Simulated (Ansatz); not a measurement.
The starting structures come from a database of crystals and need not be the phases stable at ambient conditions.

 Where the default PAW files enter, the runs use the earlier of Ansatz's two default sets.

Crystal: ZrP2(HO3)2 (P-3, not sure to be the ambient phase, 11 atoms a cell, 12.7 Å³ an atom); planes in its conventional cell.

All values below come from PBEsol (plane waves, PAW; Ansatz, a program for electronic structure).

The gap is the functional's own. No spin-orbit coupling. Mid-gap values are interpolated on the energy grid.

```
plane  area of the cell (Å²)  mid-gap κ (1/Å)  largest κ in the gap (1/Å)
-----  ---------------------  ---------------  --------------------------
(100)                   29.8             0.43                        0.44
(001)                   25.5              ___                         ___
```

Task: The slowest decay depends on the direction. Supply the withheld values.

Result: 
- (001), mid-gap κ (1/Å): 0.59
- (001), largest κ in the gap (1/Å): 0.59
